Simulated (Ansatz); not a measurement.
A relaxation of the atoms of Fe3Ge (I4mm, 4 atoms in the cell) with Ansatz (a quantum-chemistry and plane-wave program).

Method of the run: LDA (PW92), default PAW files made with PBE (plane waves; Ansatz).

The change in words: one atom moved by 0.15 angstrom; relax: default → atoms; relax.f_tol: default → 0.05 eV/Å. Reference geometry:
```
CELL_PARAMETERS angstrom
      0.00000     2.86696     2.86696
      2.86696     0.00000     2.86696
      2.86696     2.86696     0.00000
ATOMIC_POSITIONS crystal
  Fe 0.50000 0.50000 0.50000
  Fe 0.25000 0.25000 0.25000
  Fe 0.75000 0.75000 0.75000
  Ge 0.00000 0.00000 0.00000
```
Moments meant for the start (each program seeds them in its own way; μB, in the order of the atoms Fe Fe Fe Ge): 4.0 4.0 4.0 0.0.

Reference input (self-consistent single point, DFT, LDA (PW92), plane waves, default PAW files made with PBE): basis.ecutwfc = 420 eV; kpoints.mp_grid.grid = 10 10 10; hamiltonian.xc = lda; hamiltonian.pseudopotentials = {kind: paw} (the program's default PAW files); magnetization.spin_polarized = true; scf.occupations.method = gaussian; scf.occupations.width = 0.1 eV. This run's input differs from it in these lines:

```diff
@@ -6,3 +6,3 @@
   atoms:
-    - { symbol: Fe, position_ang: [2.86695800, 2.86695800, 2.86695800], spin: 4.0 }
+    - { symbol: Fe, position_ang: [2.86695800, 2.86695800, 3.01695724], spin: 4.0 }
     - { symbol: Fe, position_ang: [1.43347900, 1.43347900, 1.43347900], spin: 4.0 }
@@ -25,2 +25,4 @@
     width: 0.1
+relax:
+  f_tol: 0.05
 output:
```

Output, abridged:

```
   [... SCF lines of the steps left out ...]
relax step   1: F+E_penalty+E_count = -17475.97661049 eV  Δ(F+E_penalty+E_count) = +0.000e0 eV  max|allowed force component| = 8.479e-1 eV/Å  Δτ_max = 0.0000 Å  (13 SCF iters, dr2 threshold 6.25e-5 eV, accepted)
relax step   2: F+E_penalty+E_count = -17476.00370192 eV  Δ(F+E_penalty+E_count) = -2.709e-2 eV  max|allowed force component| = 6.144e-1 eV/Å  Δτ_max = 0.0283 Å  (7 SCF iters, dr2 threshold 4.49e-5 eV, accepted)
relax step   3: F+E_penalty+E_count = -17476.03765581 eV  Δ(F+E_penalty+E_count) = -3.395e-2 eV  max|allowed force component| = 1.142e-2 eV/Å  Δτ_max = 0.0828 Å  (11 SCF iters, dr2 threshold 2.36e-5 eV, accepted)
relax step   4: F+E_penalty+E_count = -17476.03765708 eV  Δ(F+E_penalty+E_count) = -1.269e-6 eV  max|allowed force component| = 1.140e-2 eV/Å  Δτ_max = 0.0000 Å  (4 SCF iters, accepted)
the relaxation is at rest under the 8 symmetry operations that the run kept from its start: a minimum is not shown …
the relaxation's final electronic state is not compared with the one that a single-point calculation of its input finds at the relaxed geometry …
Stability not checked: this state was not tested for a lower state beside it, because too few of the mixer's solves of this state at the end of the SCF gave a …
Magnetization: 5.1961 μB (33.5980 up, 28.4020 down)
   [... lines left out ...]
Absolute magnetization: 5.4854 μB (∫|ρ↑−ρ↓|, with the PAW one-centre terms)
Free energy (F): -17476.037657 eV
Fermi energy:    17.989165 eV
   [... lines left out ...]
  atoms:
    - { symbol: Fe, position: [0.5067888891916008, 0.5067888891916008, 0.4932111108083992] }
    - { symbol: Fe, position: [0.25652775435556885, 0.25652775435556885, 0.24347224564443115] }
    - { symbol: Fe, position: [0.7565277543555687, 0.7565277543555687, 0.743472245644431] }
    - { symbol: Ge, position: [0.0063156016507951935, 0.0063156016507951935, -0.0063156016507951935] }
```

The run converged. 

Summary of the result:
| Item | Value |
|---|---|
| Free energy E − TS (on the zero of these files) | -17476.0377 eV |
| Fermi level (on the code's own zero) | 17.99 eV |
| Pressure | -17.65 GPa |
| Largest force (vector length) | 0.011 eV/Å |
| Size of the cell's spin moment | 5.20 μB |
| Relaxation steps | 4 |

The starting cell comes from a database of computed structures (which also holds hypothetical and non-ambient phases and stackings), without a prior relaxation at this level. Its lattice was rescaled by up to half a per cent. For this run, on top of that: one atom moved by 0.15 angstrom. The magnetic order is the one reached from the typed start; others were not searched systematically. The relaxation keeps the symmetry of its start, so its end need not be a minimum. Ansatz's pressure includes its estimate of the finite-basis (Pulay) stress.

Cost on one core of a shared machine: roughly 4 min.

Keys are those of Ansatz 0.2.
